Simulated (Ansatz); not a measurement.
The reference is CdSe in the zinc blende structure (space group F-43m, No. 216; a = 6.007 Å). Axes: x, y, z lie along the cube axes.

Structures relaxed with Ansatz (a first-principles code) LDA, no spin-orbit coupling.

Base:

Simulated powder pattern, Cu Kα1, λ = 1.54056 Å (kinematic, ideal powder, no thermal factors, no anomalous dispersion; the 8 strongest lines at most, above 2 %, up to 2θ = 90°):

| 2θ (°) | I/Imax (%) | hkl |
|---|---|---|
| 25.66 | 100 | (111) |
| 29.72 | 3.2 | (200) |
| 42.53 | 73 | (220) |
| 50.33 | 46 | (311) |
| 61.71 | 12 | (400) |
| 67.96 | 18 | (331) |
| 77.83 | 24 | (422) |
| 83.56 | 14 | (511) |

After one change:

Simulated powder pattern, Cu Kα1, λ = 1.54056 Å (kinematic, ideal powder, no thermal factors, no anomalous dispersion; the 8 strongest lines at most, above 2 %, up to 2θ = 90°):

```
2θ (°)  I/Imax (%)
------  ----------
25.06           31
26.19          100
42.23           50
43.67           46
49.74           19
51.01           26
62.37           15
79.22           15
```

### Question
What was done to the base?
A. biaxial strain −0.83 %, plane normal [111], relaxed out of plane
B. biaxial strain −2.50 %, plane normal [111], relaxed out of plane
C. biaxial strain −1.25 %, plane normal [111], relaxed out of plane
D. biaxial strain −1.67 %, plane normal [111], relaxed out of plane

### Answer
B, biaxial strain −2.50 %, plane normal [111], relaxed out of plane. Its volume per atom is 26.37 Å³ against 27.10 Å³, and its space group is R3m (No. 160).

No phonon test of stability was made.
